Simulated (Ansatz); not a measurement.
The parent structure is AlRu in the CsCl type structure (space group Pm-3m, No. 221; a = 2.9545 Å; relaxed with 0.1 eV smearing). Axes: x, y, z lie along the cube axes.

The values are results of LDA, PAW, 420 eV (Ansatz, a first-principles code; no SOC), not measurements.

Modification: the cell is scaled by 1.0250 in all directions; the atoms relax in the strained cell.

Q: Predict the stress tensor and what it implies for the stiffness.

A: Stress of the strained cell less that of the base (GPa, compression positive):
```
  -14.5     0.0     0.0
    0.0   -14.5     0.0
    0.0     0.0   -14.5
```

Then B = −ΔP/(ΔV/V₀) with ΔV/V₀ = 0.0769 gives secant stiffness values (nonlinear terms included at this strain): B ≈ 189 GPa.

As a check, the harmonic strain energy −½ V₀ Δσ:ε is 44 meV/atom; the computed energy rise is 48 meV/atom.

Stability against distortions was not tested. All final runs are without spin polarisation.
